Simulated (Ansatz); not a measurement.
Given:

```yaml
crystal:
  lattice:
    - [2.52807, 0.00000, 0.00000]
    - [1.26404, 2.18937, 0.00000]
    - [1.26404, -0.72979, 2.05472]
  atoms:
    - { symbol: C, position: [0.00005, 0.99998, 0.99993] }
    - { symbol: C, position: [0.49995, 0.25002, 0.75007] }
```

No spin polarisation.

All numbers come from r2SCAN (Ansatz, a first-principles code, PAW, scalar-relativistic without spin-orbit coupling). Settings: 16×16×16 k-points, 0.05 eV Fermi–Dirac smearing.

### Question
Predict the valence-band top at Γ (three highest levels, from the VBM).

### Answer
0.00, -0.01, -0.01 eV.

### Question
What is the computed smallest direct gap?

### Answer
5.82 eV.

The cells carry an imposed strain or load. Stability against distortions was not tested. The cell was made from C in the diamond structure (space group Fd-3m, No. 227) by this change: biaxial strain +0.42 %, plane normal [111], relaxed out of plane.
